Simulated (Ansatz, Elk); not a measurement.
An Elk input for a self-consistent single point of KTaO3 (Pm-3m, 5 atoms in the cell) (DFT, PBE, spin-orbit coupling in second variation, all-electron FP-LAPW, Elk's shipped species files, default APW+lo basis):

```
tasks
  0

xctype
  20

spinorb
  .true.

rgkmax
  7.0

lmaxi
  3

nempty
  10

stype
  0

swidth
  0.0001

avec
    7.7039882217    0.0000000000    0.0000000000
    0.0000000000    7.7039882217    0.0000000000
    0.0000000000    0.0000000000    7.7039882217

sppath
  './'

atoms
  3   : nspecies
  'K.in'   : spfname
  1   : natoms; atposl, bfcmt below
  0.5000000000  0.5000000000  0.5000000000    0.0 0.0 0.0
  'Ta.in'   : spfname
  1   : natoms; atposl, bfcmt below
  0.0000000000  0.0000000000  0.0000000000    0.0 0.0 0.0
  'O.in'   : spfname
  3   : natoms; atposl, bfcmt below
  0.0000000000  0.5000000000  0.0000000000    0.0 0.0 0.0
  0.5000000000  0.0000000000  0.0000000000    0.0 0.0 0.0
  0.0000000000  0.0000000000  0.5000000000    0.0 0.0 0.0

ngridk
  6 6 6
```

Q: Write the same calculation as an input for Ansatz (an electronic-structure program).

A: This is the input that was run; spellings and numerical settings could be chosen otherwise.

Ansatz 0.2 input:
```yaml
# KTaO3
crystal:
  lattice:
    - [4.076775, 0.000000, 0.000000]
    - [0.000000, 4.076775, 0.000000]
    - [0.000000, 0.000000, 4.076775]
  atoms:
    - { symbol: K, position: [0.500000, 0.500000, 0.500000] }
    - { symbol: Ta, position: [0.000000, 0.000000, 0.000000] }
    - { symbol: O, position: [0.000000, 0.500000, 0.000000] }
    - { symbol: O, position: [0.500000, 0.000000, 0.000000] }
    - { symbol: O, position: [0.000000, 0.000000, 0.500000] }
basis:
  ecutwfc: 420.0 eV
kpoints:
  mp_grid:
    grid: [6, 6, 6]
hamiltonian:
  xc: pbe
  pseudopotentials:
    kind: paw
magnetization:
  noncollinear: true
  spin_orbit: true
scf:
  occupations:
    method: fixed
output:
  forces: true
  eigenvalues: true
  stress: true
```

Basis, cutoffs, solver keys and any potentials are the target program's own. This input uses DFT, PBE with spin-orbit coupling, plane waves, default PAW files. Both were run: gap on the mesh 1.875 eV in Elk and 1.922 in Ansatz; size of the net moment 0.00 μB/atom in Elk and 0.00 in Ansatz.

On Ansatz: the starting cell comes from a database of computed structures (which also holds hypothetical and non-ambient phases and stackings), without a prior relaxation at this level. Its lattice was rescaled by a random factor within 2.5 % of one. With a pressure of about -7 GPa the cell is away from its equilibrium volume at this level.

On Elk: the starting cell comes from a database of computed structures (which also holds hypothetical and non-ambient phases and stackings), without a prior relaxation at this level. Its lattice was rescaled by a random factor within 2.5 % of one. Values depend on the basis (sphere radii, cutoffs, local orbitals), which need not be converged.
